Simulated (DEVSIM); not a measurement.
**Schottky contact on n-type GaSb**

Structure: Schottky contact on n-type GaSb, at 300 K.

| layer (left to right) | material | thickness (μm) | Nd (cm⁻³) | τn (s) | τp (s) |
|---|---|---|---|---|---|
| 1 | GaSb | 0.790 | 1.6e15 | 3.6e-8 | 3.6e-8 |

Left contact: Schottky, work function 4.37 eV, emission velocity 2.5e6 cm/s. Right contact: ohmic. Voltage is applied to the left contact. Recombination: SRH at mid-gap. Mobility is constant in doping.

This is a model device: material constants are rounded textbook-type values typed into the input, and sizes, dopings and lifetimes were drawn at random. Values at 300 K.

```
parameter        GaSb
-------------  ------
gap (eV)        0.726
affinity (eV)    4.06
permittivity     15.7
Nc (cm⁻³)      2.1e17
Nv (cm⁻³)      1.8e19
μn (cm²/Vs)      5000
μp (cm²/Vs)       850
```

Model (solved in DEVSIM): 1D drift-diffusion, Boltzmann statistics, complete ionisation; no tunnelling, impact ionisation, image-force lowering or self-heating. Metal contacts follow the ideal Schottky-Mott rule: no Fermi-level pinning, no interface dipoles.

```json
{
  "potential_step_across_the_device_at_zero_bias": "0.184 V",
  "largest_field_in_the_device_at_zero_bias": "7600 V/cm",
  "Dark forward voltage at 100 A/cm²": "0.146 V"
}
```

Small-signal capacitance in reverse bias (quasi-static):

| V (V) | C (nF/cm²) |
|---|---|
| -0.2 | 22.6 |
| -0.5 | 18.4 |
| -1 | 17.7 |
| -1.5 | 17.6 |
| -2 | 17.6 |
| -3 | 17.6 |
| -4 | 17.6 |
| -5 | 17.6 |
| -6.5 | 17.6 |

Dark forward current:

```
V (V)  J (A/cm²)
-----  ---------
0.05         2.8
0.10          21
0.15         110
0.20         410
0.25         950
0.30        1600
0.35        2400
```
